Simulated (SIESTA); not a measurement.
Worked example: self-consistent single point of Zn (P6_3/mmc, 4 atoms in the cell) in SIESTA

Method of the run: GGA PBE, numerical atomic orbitals DZP, PseudoDojo PBE standard norm-conserving potentials (rewritten from UPF to PSML) (SIESTA).

Input as run:

```
# files in the folder: Zn.psml (PseudoDojo PBE standard)
SystemName  Zn
SystemLabel Zn

NumberOfAtoms                4
NumberOfSpecies              1
%block ChemicalSpeciesLabel
  1 30 Zn
%endblock ChemicalSpeciesLabel
LatticeConstant              2.831398 Ang
%block LatticeVectors
     1.000000000    0.000000000    0.000000000
    -0.500000000    0.866025546    0.000000000
     0.000000000    0.000000000    3.217507747
%endblock LatticeVectors
AtomicCoordinatesFormat      Bohr
%block AtomicCoordinatesAndAtomicSpecies
     0.000000000    0.000000000    0.000000000  1
     0.000000000    0.000000000    8.607745017  1
    -0.000002675    3.089153218    4.303872508  1
     2.675286060    1.544574292   12.911617525  1
%endblock AtomicCoordinatesAndAtomicSpecies

XC.functional                GGA
XC.authors                   PBE
PAO.BasisSize                DZP
PAO.EnergyShift              0.005 Ry
MeshCutoff                   300 Ry
%block kgrid.MonkhorstPack
   13   0   0  0.0
    0  13   0  0.0
    0   0   4  0.0
%endblock kgrid.MonkhorstPack
OccupationFunction           MP
OccupationMPOrder            0
ElectronicTemperature        3156.43 K

MaxSCFIterations             150
SCF.Mixer.Method             Pulay
SCF.Mixer.Weight             0.1
SCF.Mixer.History            8
SCF.DM.Tolerance             1.0E-04
Diag.ParallelOverK           true
WriteForces                  true
Charge.Mulliken              end
```

Output (repeated stretches shortened):

```
reinit: Reading from file input.fdf

reinit: System Name: Zn
reinit: System Label: Zn

coor:   Atomic-coordinates input format  =     Cartesian coordinates
coor:                                            (in Bohr units)

siesta: Atomic coordinates (Bohr) and species
siesta:      0.00000   0.00000   0.00000  1        1
siesta:      0.00000   0.00000   8.60775  1        2
siesta:     -0.00000   3.08915   4.30387  1        3
siesta:      2.67529   1.54457  12.91162  1        4

siesta: System type = bulk

initatomlists: Number of atoms, orbitals, and projectors:      4    76    72

siesta: ******************** Simulation parameters ****************************
redata: Spin configuration                          = none
redata: Time-Reversal Symmetry                      = T
redata: Number of Atomic Species                    =        1
redata: Mesh Cutoff                                 =   300.0000 Ry
redata: Net charge of the system                    =     0.0000 |e|
redata: Min. number of SCF Iter                     =        0
redata: Max. number of SCF Iter                     =      150
redata: SCF convergence failure will abort job
redata: SCF mix quantity                            = Hamiltonian
redata: Mix DM or H after convergence               =   F
redata: Recompute H after scf cycle                 =   F
redata: Mix DM in first SCF step                    =   T
redata: No kicks to SCF
redata: DM Mixing Weight for Kicks                  =     0.5000
redata: Require Harris convergence for SCF          =   F
redata: Harris energy tolerance for SCF             =     0.000100 eV
redata: Require DM convergence for SCF              =   T
redata: DM tolerance for SCF                        =     0.000100
redata: Require EDM convergence for SCF             =   F
redata: EDM tolerance for SCF                       =     0.001000 eV
redata: Require H convergence for SCF               =   T
   [... lines left out ...]
diag: Used triangular part                          = Lower
diag: Absolute tolerance                            =  0.100E-15
diag: Orthogonalization factor                      =  0.100E-05
diag: Memory factor                                 =  1.0000

superc: Internal auxiliary supercell:     7 x     7 x     3  =     147
superc: Number of atoms, orbitals, and projectors:    588  11172  10584

                        Single-point calculation

superc: Internal auxiliary supercell:     7 x     7 x     3  =     147
superc: Number of atoms, orbitals, and projectors:    588  11172  10584

outcell: Unit cell vectors (Ang):
        2.831398    0.000000    0.000000
       -1.415699    2.452063    0.000000
        0.000000    0.000000    9.110045

outcell: Cell vector modules (Ang)   :    2.831398    2.831398    9.110045
outcell: Cell angles (23,13,12) (deg):     90.0000     90.0000    120.0000
outcell: Cell volume (Ang**3)        :     63.2489
new_DM -- step:     1
Initializing Density Matrix...

Attempting to read DM from file... Failed...
DM filled with atomic data:

InitMesh: MESH = 30 x 30 x 96 = 86400
InitMesh: Mesh cutoff (required, used) =   300.000   306.905 Ry

stepf: Methfessel-Paxton step function
       Using Hermite-Gauss polynomials of order  0
        iscf     Eharris(eV)        E_KS(eV)     FreeEng(eV)     dDmax    Ef(eV) dHmax(eV)
   scf:    1   -22695.870334   -22725.196780   -22725.244992  2.372029  1.923619 20.201814
   scf:    2   -22747.032563   -22736.724624   -22736.778373  0.377586  1.432776 14.571644
   scf:    3   -22754.190257   -22747.899772   -22747.959811  0.437135  0.522772  2.301513
   scf:    4   -22747.776525   -22747.983412   -22748.043073  0.127104  0.259694  1.271513
   scf:    5   -22748.009454   -22748.058661   -22748.118678  0.074526  0.150901  0.877236
   scf:    6   -22748.016439   -22748.063516   -22748.123531  0.052726  0.072869  0.895568
   scf:    7   -22748.096671   -22748.087608   -22748.147608  0.035561  0.126122  0.061731
   scf:    8   -22748.087011   -22748.087326   -22748.147327  0.001350  0.128824  0.099001
   scf:    9   -22748.088045   -22748.087791   -22748.147791  0.003421  0.124758  0.010743
mix: Pulay -- inversion failed, > SVD [rank/size] 4 / 7
   scf:   10   -22748.087797   -22748.087794   -22748.147794  0.000482  0.124538  0.004000
mix: Pulay -- inversion failed, > SVD [rank/size] 5 / 7
   scf:   11   -22748.087793   -22748.087794   -22748.147794  0.000399  0.124418  0.003649
mix: Pulay -- inversion failed, > SVD [rank/size] 4 / 7
   scf:   12   -22748.087796   -22748.087795   -22748.147795  0.000336  0.124373  0.000292
   scf:   13   -22748.087794   -22748.087795   -22748.147795  0.000102  0.124327  0.001223
   scf:   14   -22748.087795   -22748.087795   -22748.147795  0.000047  0.124381  0.000074
SCF Convergence by DM+H criterion
max |DM_out - DM_in|         :     0.0000469909
max |H_out - H_in|      (eV) :     0.0000738182
SCF cycle converged after 14 iterations

Using DM_out to compute the final energy and forces

siesta: E_KS(eV) =           -22748.0878

siesta: E_KS - E_eggbox =    -22748.0878

siesta: Atomic forces (eV/Ang):
     1    0.000000    0.000000    0.000000
     2   -0.000000    0.000000   -0.000000
     3    0.000090   -0.000052    0.000000
     4   -0.000090    0.000052   -0.000000
   Tot   -0.000000   -0.000000   -0.000000
   Max    0.000090
   Res    0.000042    sqrt( Sum f_i^2 / 3N )
   Max    0.000090    constrained

Stress tensor Voigt[x,y,z,yz,xz,xy] (kbar):      121.08      121.47      111.78        0.00        0.00        0.34
(Free)E + p*V (eV/cell)   -22752.8103
Target enthalpy (eV/cell)   -22748.1478

siesta: Program's energy decomposition (eV):
siesta: Ebs     =     -3314.830292
siesta: Eions   =     25996.120911
siesta: Ena     =       755.843878
siesta: Ekin    =     10041.411355
siesta: Enl     =     -5234.558316
siesta: Eso     =         0.000000
siesta: Edftu   =         0.000000
siesta: DEna    =       119.443631
siesta: DUscf   =         9.211016
siesta: DUext   =         0.000000
siesta: Ex      =     -2314.757244
siesta: Ec      =      -128.561202
siesta: Exc     =     -2443.318446
siesta: Eharris =    -22748.087795
siesta: Etot    =    -22748.087795
siesta: FreeEng =    -22748.147795

siesta: Stress tensor (static) (eV/Ang**3):
siesta:     0.075569    0.000211    0.000000
siesta:     0.000211    0.075813    0.000000
siesta:     0.000000    0.000000    0.069767

siesta: Cell volume =         63.248913 Ang**3

siesta: Pressure (static):
siesta:                Solid            Molecule  Units
siesta:          -0.00080287         -0.00080286  Ry/Bohr**3
siesta:          -0.07371654         -0.07371565  eV/Ang**3
siesta:        -118.10692408       -118.10548984  kBar

mulliken: Atomic and Orbital Populations:

Species: Zn
Atom  Qatom  Qorb
               3s      4s      4s      3py     3pz     3px     4py     4pz
               4px     3dxy    3dyz    3dz2    3dxz    3dx2-y2 3dxy    3dyz
               3dz2    3dxz    3dx2-y2
   1 19.991   2.005   1.899  -0.773   2.008   2.009   2.008   0.338   0.328
              0.338   1.874   1.865   1.880   1.865   1.874   0.093   0.101

              0.086   0.101   0.093
   2 19.991   2.005   1.899  -0.773   2.008   2.009   2.008   0.338   0.328
              0.338   1.874   1.865   1.880   1.865   1.874   0.093   0.101

              0.086   0.101   0.093
   3 20.009   2.005   1.934  -0.790   2.008   2.008   2.008   0.330   0.338
              0.330   1.877   1.874   1.882   1.874   1.877   0.090   0.094

              0.083   0.094   0.090
   4 20.009   2.005   1.934  -0.790   2.008   2.008   2.008   0.330   0.338
              0.330   1.877   1.874   1.882   1.874   1.877   0.090   0.094

              0.083   0.094   0.090

mulliken: Qtot =       80.000

Mulliken Atomic Populations:
Atom #   charge [q] valence [e]  Species
     1     0.008672   19.991328  Zn
     2     0.008672   19.991328  Zn
     3    -0.008672   20.008672  Zn
     4    -0.008672   20.008672  Zn
 Total     0.000000
```

The run converged in 14 iterations.

The starting cell was generated: these elements placed on a structure prototype, without a prior relaxation; it need not be a known phase or ordering of this composition. Its lattice was rescaled by a random factor within 2.5 % of one. Values carry the incompleteness of an atom-centred basis. With a pressure of about -12 GPa the cell is away from its equilibrium volume at this level.
